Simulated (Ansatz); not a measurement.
**SiC, response to strain**

The reference is SiC (space group P6_3mc, No. 186; a = 3.0585 Å, c = 10.0120 Å). Axes: x lies along a and z along c of the hexagonal cell.

Strains are applied to the cell and any free atomic positions relax.

The values are results of Ansatz (a first-principles code) LDA, without spin-orbit coupling, not measurements.

Candidates:
(a) uniaxial strain ε_zz = −1.50 %
(b) uniaxial strain ε_zz = −2.25 %
(c) uniaxial strain ε_zz = −3.00 %
(d) uniaxial strain ε_zz = −0.75 %

Base values:

Band gap: 2.18 eV

Problem. Order them by band gap, lowest first.

Solution. (c) uniaxial strain ε_zz = −3.00 % (2.00 eV), (b) uniaxial strain ε_zz = −2.25 % (2.10 eV), (a) uniaxial strain ε_zz = −1.50 % (2.18 eV), (d) uniaxial strain ε_zz = −0.75 % (2.21 eV)

No phonon test of stability was made.
